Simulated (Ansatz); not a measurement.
## Hypothetical zinc blende TiP: response to strain

The reference is TiP in the zinc blende structure (space group F-43m, No. 216; a hypothetical phase, not in the database extracts checked; relaxed with 0.1 eV smearing).

```yaml
crystal:
  lattice:
    - [0.00000, 2.77013, 2.77013]
    - [2.77013, 0.00000, 2.77013]
    - [2.77013, 2.77013, 0.00000]
  atoms:
    - { symbol: P, position: [0.75000, 0.75000, 0.75000] }
    - { symbol: Ti, position: [0.00000, 0.00000, 0.00000] }
```

Cartesian axes are those of the cell as printed.

Strains are applied to the cell and any free atomic positions relax; under biaxial strain the out-of-plane vector relaxes too.

Method: r2SCAN (Ansatz, a program for electronic structure), no spin-orbit coupling.

Notes on the quantities. energy relative to the base: free energy F; pressure: mean of the normal stresses, compression positive.

```json
[
 {"case": "base", "shortest interatomic distance": "2.399 Å", "energy relative to the base": "0 meV/atom", "pressure": "0.0 GPa", "space group": "F-43m (No. 216)"},
 {"case": "biaxial strain −0.99 %, plane normal [111], relaxed out of plane", "shortest interatomic distance": "2.394 Å", "energy relative to the base": "+0.7 meV/atom", "pressure": "0.3 GPa", "space group": "R3m (No. 160)"},
 {"case": "biaxial strain +1.29 %, plane normal [111], relaxed out of plane", "shortest interatomic distance": "2.395 Å", "energy relative to the base": "+1.1 meV/atom", "pressure": "-0.4 GPa", "space group": "R3m (No. 160)"},
 {"case": "biaxial strain +1.40 %, plane normal [111], relaxed out of plane", "shortest interatomic distance": "2.395 Å", "energy relative to the base": "+1.2 meV/atom", "pressure": "-0.4 GPa", "space group": "R3m (No. 160)"},
 {"case": "biaxial strain +2.78 %, plane normal [111], relaxed out of plane", "shortest interatomic distance": "2.391 Å", "energy relative to the base": "+4.5 meV/atom", "pressure": "-0.7 GPa", "space group": "R3m (No. 160)"},
 {"case": "isotropic strain +0.61 %", "shortest interatomic distance": "2.414 Å", "energy relative to the base": "+2.0 meV/atom", "pressure": "-1.6 GPa", "space group": "F-43m (No. 216)"},
 {"case": "uniaxial strain ε_xx = −1.76 %", "shortest interatomic distance": "2.385 Å", "energy relative to the base": "+2.3 meV/atom", "pressure": "1.7 GPa", "space group": "I-4m2 (No. 119)"},
 {"case": "uniaxial strain ε_zz = +0.98 %", "shortest interatomic distance": "2.407 Å", "energy relative to the base": "+0.7 meV/atom", "pressure": "-0.9 GPa", "space group": "I-4m2 (No. 119)"},
 {"case": "tensor shear ε_yz = +3.70 %", "shortest interatomic distance": "2.394 Å", "energy relative to the base": "+3.6 meV/atom", "pressure": "-0.2 GPa", "space group": "Imm2 (No. 44)"},
 {"case": "tensor shear ε_xz = −0.98 %", "shortest interatomic distance": "2.397 Å", "energy relative to the base": "+0.2 meV/atom", "pressure": "0.0 GPa", "space group": "Imm2 (No. 44)"}
]
```

Stability against distortions was not tested. The final runs are not spin-polarised. An odd electron count without spin: TiP. TiP has a high density of states at the Fermi level and may be magnetic at this level.
